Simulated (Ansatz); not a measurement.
An input for Ansatz (PBEsol) and the part of its output that reports the quasi-harmonic study. Lengths are of the primitive cell. Spin-orbit coupling is not included. The pressure is 15 GPa. The structure is held there; whether it is the stable one at that pressure was not tested.

Ansatz 0.2 input:
```yaml
crystal:
  lattice:
    - [3.0405379775, 0.0, 0.0]
    - [-1.5202689888, 2.6331831297, 0.0]
    - [0.0, 0.0, 4.8309521884]
  atoms:
    - { symbol: Hf, position: [0.3333333333, 0.6666666667, 0.75] }
    - { symbol: Hf, position: [0.6666666667, 0.3333333333, 0.25] }
kpoints:
  mp_grid: { grid: [12, 12, 9] }
hamiltonian:
  xc: pbesol
  pseudopotentials: { kind: paw }
scf:
  occupations: { method: methfessel_paxton, width: 0.15 }
phonons:
  method: dfpt
  qmesh: [4, 4, 3]
  temperatures: { t_max: 1000, t_step: 25 }
  thermal_expansion: { pressure: 15 }
checkpoint:
  write: run
```

```
--- Thermal expansion: 17 cells in 3 rounds, 15 GPa ---
  no lower state was reached at cell 6; its state was not examined: fill_not_monotonic
  without vibrations: a 3.04015, b 3.04015, c 4.83816 Å, V 38.7258 Å³, B 158.45 GPa
  at 0 K: a 3.04055, b 3.04055, c 4.84187 Å, V 38.7658 Å³, B 158.27 GPa
  zero-point expansion: a +0.013, b +0.013, c +0.077, V +0.103 %
      T/K        a/Å        b/Å        c/Å       V/Å³ | expansion of a, b, c, V (1e-6/K)   | that of V in the mean from 25 °C | C_P, C_V (J/mol K of the cell) | B_T, B_S (GPa)
     0.00    3.04055    3.04055    4.84187    38.7658 |    0.00    0.00    0.00    0.00 |    6.79 |     0.000     0.000 |   158.27   158.27
   100.00    3.04091    3.04091    4.84218    38.7774 |    1.92    1.92    3.12    6.95 |    8.70 |    39.564    39.546 |   158.04   158.11
   200.00    3.04150    3.04150    4.84427    38.8093 |    1.95    1.95    5.02    8.93 |    9.20 |    47.564    47.505 |   157.66   157.86
   298.15    3.04208    3.04208    4.84682    38.8444 |    1.89    1.89    5.62    9.40 |       - |    49.613    49.516 |   157.33   157.63
   375.00    3.04251    3.04251    4.84897    38.8727 |    1.83    1.83    5.93    9.58 |    9.50 |    50.462    50.335 |   157.08   157.47
   475.00    3.04306    3.04306    4.85193    38.9103 |    1.74    1.74    6.26    9.74 |    9.60 |    51.268    51.102 |   156.76   157.27
   575.00    3.04357    3.04357    4.85504    38.9485 |    1.65    1.65    6.56    9.86 |    9.68 |    51.933    51.728 |   156.44   157.07
   675.00    3.04406    3.04406    4.85829    38.9871 |    1.58    1.58    6.82    9.98 |    9.75 |    52.524    52.278 |   156.13   156.87
   775.00    3.04454    3.04454    4.86166    39.0263 |    1.53    1.53    7.05   10.11 |    9.82 |    53.070    52.781 |   155.82   156.67
   875.00    3.04499    3.04499    4.86515    39.0660 |    1.48    1.48    7.29   10.24 |    9.89 |    53.594    53.259 |   155.50   156.48
   975.00    3.04543    3.04543    4.86875    39.1063 |    1.42    1.42    7.53   10.38 |    9.96 |    54.117    53.734 |   155.18   156.29
  1000.00    3.04554    3.04554    4.86967    39.1165 |    1.41    1.41    7.60   10.41 |    9.98 |    54.250    53.854 |   155.10   156.24
  stress-strain coefficients (Wallace's B, GPa) against the strains that keep the symmetry, 3 along the crystal's axis
    without vibrations: B11 + B12 356.27, B13 113.14, B33 262.73
  the static fit leaves 0.001 meV an atom of the energies and, of the stresses, 0.001 GPa of each cell's largest along a strain (root mean squares over the cells), whose Pulay part it has at -0.019 GPa
  vibrations' free energy: its fit leaves 0.0016 meV an atom at the most
  the electrons' free energy at temperature is in it; its fit leaves 0.0035 meV an atom at the most
  free energies summed between the sampled wave vectors
  estimated error of the fitted expansion in any direction: up to 0.220e-6/K, at 1000 K (an estimate, not a bound: it was exceeded on models of known expansion)
  by sums over the sampled wave vectors an expansion of the volume parts by up to 0.23e-6/K
  by a static energy of one degree less an expansion of the volume parts by up to 0.01e-6/K
```

Warnings of the run: thermal_expansion_settings.

Cost: roughly 5 core-hours.

No phase change or melting is allowed for: the numbers belong to this structure as given.

The PAW data sets were generated under PBE and serve the other functionals too.

Ansatz is a first-principles code.
